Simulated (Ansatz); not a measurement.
System: TiO2 (I4₁/amd, No. 141, 6 atoms in the cell; start mp-34688; metastable phase). Method: LDA (plane waves, PAW; Ansatz, a quantum-chemistry and plane-wave program).

Numerical settings: plane-wave cutoff 520 eV, 10×10×8 k mesh (along the axes of the cell as run), Fermi–Dirac smearing 0.01 eV, no spin polarisation, scalar-relativistic PAW data made under PBE.

Cell (relaxed at this level):

Space group I4₁/amd, origin choice 1 (No. 141); a = b = 3.740 Å, c = 9.455 Å, α = β = γ = 90.00°

```csv
atom,site,symmetry,x,y,z
Ti,4a,-4m2,0.0000,0.0000,0.0000
O,8e,2mm.,0.0000,0.0000,0.2080
```
(The calculation used a cell of 6 atoms; values per cell refer to that cell.)

Question: Give the computed band gap, smallest direct gap on the k points sampled and direct gap at Γ.

Answer: 
- band gap: 2.09 eV (indirect)
- smallest direct gap on the k points sampled: 2.44 eV
- direct gap at Γ: 2.60 eV

Static lattice: no zero-point or thermal effects.

The result took around 60 core-seconds (rough).

A start named mp-… is a Materials Project structure, which need not be a measured phase.
